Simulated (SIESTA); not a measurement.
Input and output of a self-consistent single point for LaPd2 (P1, 3 atoms in the cell) (SIESTA).

Level of theory: SIESTA 5.4.2 with GGA PBEsol, numerical atomic orbitals DZP, PseudoDojo PBEsol standard norm-conserving potentials (rewritten from UPF to PSML).

The change in words: atoms moved at random. Reference geometry:
```xyz
3
Lattice="-1.9748 1.9748 4.4069 1.9748 -1.9748 4.4069 1.9748 1.9748 -4.4069" Properties=species:S:1:pos:R:3 pbc="T T T"
La     0.0000     0.0000     0.0000
Pd     0.0000     1.9748     2.2034
Pd     1.9748     0.0000     2.2034
```

Reference input (self-consistent single point, DFT, GGA PBEsol, numerical atomic orbitals DZP, PseudoDojo PBEsol standard norm-conserving potentials (rewritten from UPF to PSML)): XC.functional = GGA; XC.authors = PBEsol; potentials = PseudoDojo PBEsol standard; PAO.BasisSize = DZP; PAO.EnergyShift = 0.005 Ry; MeshCutoff = 400 Ry; kgrid.MonkhorstPack = 9 9 9; OccupationFunction = FD; ElectronicTemperature = 100 meV; MaxSCFIterations = 150; SCF.Mixer.Method = Pulay; SCF.Mixer.Weight = 0.1. This run's input differs from it in these lines:

```diff
@@ -18,5 +18,5 @@
 %block AtomicCoordinatesAndAtomicSpecies
-     0.000000000    0.000000000    0.000000000  1
-     0.000000000    1.974819000    2.203445000  2
-     1.974819000    0.000000000    2.203445000  2
+    -0.016110573   -0.017674630    0.058594009  1
+     0.013440618    2.004966587    2.134274455  2
+     1.977490930   -0.012474932    2.214025943  2
 %endblock AtomicCoordinatesAndAtomicSpecies
```

The program printed (abridged):

```
        iscf     Eharris(eV)        E_KS(eV)     FreeEng(eV)     dDmax    Ef(eV) dHmax(eV)
   scf:    1    -8266.455394    -8292.339674    -8292.382860  1.453314 -6.001636  5.005849
   scf:    2    -8294.442475    -8293.500979    -8293.548326  0.051881 -5.956621  2.824086
   scf:    3    -8294.162207    -8294.171899    -8294.234622  0.084362 -5.913245  0.768411
   scf:    4    -8293.328634    -8293.926468    -8293.980375  0.087587 -5.995840  2.091099
   scf:    5    -8294.231972    -8294.214662    -8294.279743  0.058634 -5.979740  0.127749
   [... 6 lines left out ...]
   scf:   12    -8294.217511    -8294.217504    -8294.281473  0.000039 -5.979715  0.000469
   scf:   13    -8294.217498    -8294.217501    -8294.281473  0.000047 -5.979767  0.000139
   scf:   14    -8294.217503    -8294.217502    -8294.281473  0.000022 -5.979780  0.000076
   scf:   15    -8294.217502    -8294.217502    -8294.281473  0.000004 -5.979787  0.000057
SCF Convergence by DM+H criterion
max |DM_out - DM_in|         :     0.0000035820
max |H_out - H_in|      (eV) :     0.0000567654
SCF cycle converged after 15 iterations

Using DM_out to compute the final energy and forces

siesta: E_KS(eV) =            -8294.2175

siesta: E_KS - E_eggbox =     -8294.2175

siesta: Atomic forces (eV/Ang):
     1    0.064565    0.138497   -0.760008
     2   -0.076447   -0.335091    0.590321
     3    0.011965    0.197145    0.169214
   Tot    0.000082    0.000552   -0.000473
   Max    0.760008
   Res    0.355155    sqrt( Sum f_i^2 / 3N )
   Max    0.760008    constrained

Stress tensor Voigt[x,y,z,yz,xz,xy] (kbar):        6.16       -6.03      -39.28        7.54       -0.74       -0.04
(Free)E + p*V (eV/cell)    -8293.7215
Target enthalpy (eV/cell)    -8294.2815

   [... lines left out ...]
siesta: FreeEng =     -8294.281473
siesta: Cell volume =         68.745899 Ang**3
siesta:          13.05143508          5.78674410  kBar
   [... lines left out ...]
   3 18.214   1.896  -0.047   0.420   1.978   1.973   1.978   0.322   0.215
              0.301   1.710   1.765   1.695   1.768   1.740   0.060   0.110

              0.072   0.103   0.155

mulliken: Qtot =       47.000

Mulliken Atomic Populations:
Atom #   charge [q] valence [e]  Species
     1     0.430217   10.569783  La
     2    -0.216474   18.216474  Pd
     3    -0.213743   18.213743  Pd
 Total     0.000000
```

The run converged in 15 iterations. Against the reference run the free energy goes up by 16.3 meV/atom, the pressure goes from 0.94 to 1.31 GPa and the largest force goes from 0.000 to 0.775 eV/Å.

The starting cell comes from a database of computed structures (which also holds hypothetical and non-ambient phases and stackings), without a prior relaxation at this level. Its lattice was rescaled by a random factor within 2.5 % of one. For this run, on top of that: atoms moved at random. Spin polarisation is off. Values carry the incompleteness of an atom-centred basis.

Cost on one core of a shared machine: roughly 90 s.
